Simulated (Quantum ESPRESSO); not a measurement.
How a calculation on BaLaMg14 (P-6m2, 16 atoms in the cell) responds to its settings

```xyz
16
Lattice="6.8415 0.0000 0.0000 -3.4208 5.9249 0.0000 0.0000 0.0000 10.4835" Properties=species:S:1:pos:R:3 pbc="T T T"
Ba     0.0000     0.0000     5.2418
La     0.0000     0.0000     0.0000
Mg    -1.6821     2.9788     0.0000
Mg     0.0000     5.8922     0.0000
Mg     1.6821     2.9788     0.0000
Mg    -1.6663     2.9879     5.2418
Mg     0.0000     5.8741     5.2418
Mg     1.6663     2.9879     5.2418
Mg    -1.6074     4.8780     2.5694
Mg     1.6074     4.8780     7.9141
Mg     0.0000     2.0939     2.5694
Mg    -1.6074     4.8780     7.9141
Mg     1.6074     4.8780     2.5694
Mg     0.0000     2.0939     7.9141
Mg     3.4208     1.9750     2.6156
Mg     3.4208     1.9750     7.8679
```

Base run A: PBEsol, GBRV 1.5 ultrasoft (PBESOL) pseudopotentials (Quantum ESPRESSO), self-consistent single point.

Its settings: ecutwfc = 40 Ry; ecutrho = 200 Ry; occupations = smearing; smearing = fd; degauss = 0.0073499 Ry; potentials = {Ba: ba_pbesol_v1.uspp.F.UPF, La: la_pbesol_v1.uspp.F.UPF, Mg: mg_pbesol_v1.4.uspp.F.UPF}; K_POINTS = automatic 5 5 3 0 0 0; conv_thr = 1e-11 Ry.

The starting cell comes from a database of computed structures (which also holds hypothetical and non-ambient phases and stackings), without a prior relaxation at this level.

ΔF is the free energy per atom less that of run A. 

```
run  diagonalization, diago_david_ndim  ΔF (meV/atom)  pressure (GPa)  largest force (eV/Å)  iterations
---  ---------------------------------  -------------  --------------  --------------------  ----------
A                     default, default           0.00           -0.69                 0.074          17
B                rmm-davidson, default           0.00           -0.69                 0.074          43
C                    rmm-paro, default           0.00           -0.69                 0.074          18
D                           default, 3           0.00           -0.69                 0.074          15
E                           default, 4           0.00           -0.69                 0.074          15
```

Runs B, C, D, E ended on the same solution as A (within 1 meV/atom). The fewest iterations to that state were 15 (D, E); the most were 43.
